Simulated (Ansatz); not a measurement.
# Ge: response to strain

The reference is Ge in the diamond structure (space group Fd-3m, No. 227).

```
CELL_PARAMETERS angstrom
      0.00000     2.83808     2.83808
      2.83808     0.00000     2.83808
      2.83808     2.83808     0.00000
ATOMIC_POSITIONS crystal
  Ge 0.00000 0.00000 0.00000
  Ge 0.25000 0.25000 0.25000
```

Cartesian axes are those of the cell as printed.

Strains are applied to the cell and any free atomic positions relax.

Method: Ansatz (an electronic-structure program), PBEsol, PAW, cutoff 420 eV, without spin-orbit coupling.

Notes on the quantities. energy relative to the base: free energy F; pressure: mean of the normal stresses, compression positive.

| variant | energy relative to the base | pressure | shortest interatomic distance |
|---|---|---|---|
| base | 0 meV/atom | 0.0 GPa | 245.8 pm |
| tensor shear ε_xy = +1.43 % | … | 0.0 GPa | … |
| tensor shear ε_xy = +0.86 % | +1.2 meV/atom | 0.0 GPa | 245.2 pm |
| tensor shear ε_xy = +1.71 % | +4.8 meV/atom | 0.1 GPa | 244.6 pm |
| tensor shear ε_xy = +1.14 % | … | 0.0 GPa | 245.0 pm |
| tensor shear ε_xy = +0.29 % | +0.1 meV/atom | 0.0 GPa | 245.6 pm |
| tensor shear ε_xy = +0.57 % | … | 0.0 GPa | 245.4 pm |
| tensor shear ε_xy = +2.00 % | +6.5 meV/atom | 0.1 GPa | 244.4 pm |

Q: Complete the table.

A: 
- tensor shear ε_xy = +1.43 %, energy relative to the base: +3.3 meV/atom
- tensor shear ε_xy = +1.43 %, shortest interatomic distance: 244.8 pm
- tensor shear ε_xy = +1.14 %, energy relative to the base: +2.1 meV/atom
- tensor shear ε_xy = +0.57 %, energy relative to the base: +0.5 meV/atom

No phonon test of stability was made.
